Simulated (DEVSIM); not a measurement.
Structure: Ru/Al2O3/n-Ge capacitor, at 300 K.

```csv
layer (left to right),material,thickness (nm),Nd (cm⁻³)
1,Al2O3,7.20,-
2,Ge,910,4.3e17
```

Metal gate on the left, work function 4.7 eV. Fixed charge at the semiconductor interface -2.04e12 cm⁻² (in units of +e); no interface traps.

Constants are typed, rounded textbook-type inputs, not results; the design itself was drawn at random and stands for no fabricated device. Values at 300 K.

```csv
parameter,Al2O3,Ge
gap (eV),6.8,0.664
affinity (eV),1.35,4
permittivity,9,16
Nc (cm⁻³),-,1.04e19
Nv (cm⁻³),-,6e18
```

Simulated with DEVSIM: 1D Poisson equation in equilibrium, Boltzmann statistics, complete ionisation; no quantum confinement or tunnelling. Metal contacts follow the ideal Schottky-Mott rule: no Fermi-level pinning, no interface dipoles.

Question: Give the band bending (positive: bands bend down) and minority sheet density.

Answer: 
```tsv
Vg (V)	ψs (V)	minority carriers (cm⁻²)
0	-0.567	3.7e11
0.3	-0.376	3.1e8
0.6	-0.164	< 1e8
0.9	-0.005	< 1e8
1.2	0.070	< 1e8
```
